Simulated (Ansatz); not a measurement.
Consider this model of amorphous hafnium silicate (Hf6Si14O40).

```
CELL_PARAMETERS angstrom
      9.29554     0.00000     0.00000
      0.00000     9.29554     0.00000
      0.00000     0.00000     9.29554
ATOMIC_POSITIONS crystal
  Hf 0.05030 0.83608 0.47500
  Hf 0.94355 0.35964 0.49993
  Hf 0.06700 0.21393 0.80065
  Hf 0.80108 0.77061 0.08636
  Hf 0.51122 0.52743 0.12614
  Hf 0.85787 0.67161 0.71843
  Si 0.80535 0.05420 0.30861
  Si 0.71360 0.61210 0.40572
  Si 0.76811 0.24958 0.05061
  Si 0.34754 0.29127 0.96452
  Si 0.16539 0.53633 0.27160
  Si 0.13569 0.89989 0.00096
  Si 0.00754 0.47204 0.96950
  Si 0.71767 0.14910 0.61549
  Si 0.41180 0.78341 0.88554
  Si 0.43935 0.28925 0.65935
  Si 0.24553 0.12360 0.48524
  Si 0.50711 0.60181 0.63287
  Si 0.64953 0.98147 0.85800
  Si 0.27270 0.13426 0.15686
  O  0.51329 0.70627 0.00946
  O  0.69870 0.63276 0.22798
  O  0.40654 0.45630 0.62784
  O  0.00566 0.81666 0.67877
  O  0.82861 0.72172 0.48034
  O  0.70504 0.12142 0.94713
  O  0.72996 0.92725 0.21536
  O  0.08200 0.02202 0.88642
  O  0.42915 0.19183 0.09224
  O  0.71439 0.13498 0.44045
  O  0.34146 0.22661 0.79884
  O  0.09377 0.41207 0.36875
  O  0.67684 0.99547 0.68492
  O  0.40568 0.17842 0.53060
  O  0.23891 0.96830 0.12728
  O  0.24135 0.78102 0.92698
  O  0.23443 0.17403 0.31797
  O  0.89162 0.60008 0.93153
  O  0.48007 0.94796 0.88471
  O  0.33688 0.51092 0.24391
  O  0.96250 0.50429 0.64139
  O  0.76356 0.44491 0.42248
  O  0.54766 0.64130 0.46384
  O  0.65973 0.58646 0.71261
  O  0.91021 0.31479 0.96071
  O  0.95311 0.00358 0.38345
  O  0.40776 0.44979 0.95493
  O  0.18778 0.24043 0.03539
  O  0.61094 0.27004 0.68521
  O  0.66181 0.37850 0.08623
  O  0.07380 0.52310 0.12006
  O  0.13413 0.68966 0.34630
  O  0.75129 0.84169 0.89096
  O  0.99972 0.83260 0.08642
  O  0.13137 0.21625 0.58665
  O  0.22707 0.95416 0.50473
  O  0.87806 0.20422 0.66644
  O  0.41610 0.72290 0.72079
  O  0.84063 0.18550 0.19667
  O  0.12245 0.42122 0.84923
```

Methods: PBE, scalar-relativistic without spin-orbit coupling (Ansatz, a quantum-chemistry and plane-wave program); r2SCAN, scalar-relativistic without spin-orbit coupling (Ansatz); HSE06, scalar-relativistic without spin-orbit coupling (Ansatz). Neutral PBE cell, which sets geometry, pressure and energy: sampling: a 2×2×2 Γ-centred mesh; Fermi-Dirac width 0.02 eV; no spin polarisation. Exact exchange is cut at the faces of this 9 Å cell, which leaves hybrid gaps a finite-size error.

The cell was made by melting and quenching with the CHGNet potential and then relaxed with DFT. O atoms were pushed apart under 1.9 Å during the dynamics, to hinder bonds among them. The hot cell started wider than the set density and was brought back towards it in steps. It is the lowest in DFT energy of 2 quenches. It is a model cell: composition and starting density were chosen by hand, and all elements were melted together. No dispersion term was used. Its density started from a set value of 4.35 and ended at 4.35 g/cm³. The quench (nominally 600 K/ps over its main leg) was far faster than any real one, so the model tends to hold more defects than a real film. One small periodic cell is one sample of the glass; other quenches scatter about these values. The volume was held where the preparation left it.

Problem. Give the pressure, the energy against reference phases and the spacing of the highest filled and lowest empty levels.

Solution. 
```json
{
  "Pressure on a 2×2×2 Γ-centred mesh": "3.69 GPa",
  "Largest force and stress component on that mesh (the relaxation ran on the zone centre alone)": "0.05 eV/Å and 5.1 GPa",
  "Energy relative to HfSiO4 (I4_1/amd) + alpha cristobalite (lowest mix at this level among the phases computed, not always the ambient ones)": "0.181 eV/atom",
  "Level gap on a 2×2×2 Γ-centred mesh (PBE)": "4.56 eV",
  "Level gap at the zone centre (PBE)": "4.58 eV",
  "Level gap at the zone centre (r2SCAN)": "5.11 eV",
  "Level gap at the zone centre (HSE06)": "6.23 eV",
  "Distance between the nearest levels spread over more than a fifth of the atoms or a third of the atoms of their main element (six at least) (PBE, zone centre)": "4.97 eV"
}
```

Problem. At PBE and the zone centre, how localised are the states just below and above the Fermi level (participation number: the atoms over which a state spreads)?

Solution. The highest filled state is spread over 7.2 atoms' worth, largest on O60, with weights by element (charge in smoothed Voronoi cells) O 0.94, Hf 0.04, Si 0.03. The lowest empty state is spread over 24.1 atoms' worth, largest on Hf3, with weights by element (charge in smoothed Voronoi cells) O 0.55, Hf 0.36, Si 0.09.

At PBE the levels at the filled edge of the gap are localised (band-tail or defect states), and the nearest spread-out levels lie 5.0 eV apart at the zone centre.

Bonds are counted up to Hf-Hf 3.34 Å, Hf-Si 2.89 Å, Hf-O 2.66 Å, Si-Si 2.60 Å, Si-O 1.90 Å, O-O 1.58 Å. Two cations that share two anions don't count as bonded, nor two that share one unless they lie closer than Hf-Hf 3.25 Å, Hf-Si 2.81 Å, Si-Si 2.38 Å.

Added carriers, by Ansatz with PBE, scalar-relativistic without spin-orbit coupling on the zone centre alone. Charged cells keep the cell fixed and stand in a uniform background, with no image correction, at a width of 0.01 eV; where the count is odd the moment is locked at 1 μB, unless the neutral cell bore moments. Each starts from the undistorted neutral geometry alone. PBE's self-interaction favours spread-out carriers, so it can miss traps that a hybrid finds.

Problem. What happens at PBE when the cell takes an extra electron and the atoms relax?

Solution. Relaxation lowers the charged cell by 0.27 eV. The largest moves are O53 0.33 Å, Hf4 0.28 Å, O54 0.26 Å, O27 0.25 Å. The level that holds the added charge spreads over 5.3 atoms' worth, most on Hf4 (weight 0.38): a localised (trapped) carrier, which neighbours of that atom can share. No bond crosses its cut-off with a change of over 0.15 Å (metal-metal contacts aside). Made neutral again at that geometry, the cell lies +1.29 eV from the neutral start.

Problem. What happens at PBE when the cell takes a hole and the atoms relax?

Solution. Relaxation lowers the charged cell by 0.32 eV. The largest moves are O60 0.23 Å, O41 0.22 Å, O24 0.15 Å, O48 0.15 Å. The level that was emptied spreads over 3.5 atoms' worth, most on O60 (weight 0.39): a localised (trapped) carrier, which neighbours of that atom can share. No bond crosses its cut-off with a change of over 0.15 Å (metal-metal contacts aside). Made neutral again at that geometry, the cell lies +0.97 eV from the neutral start.
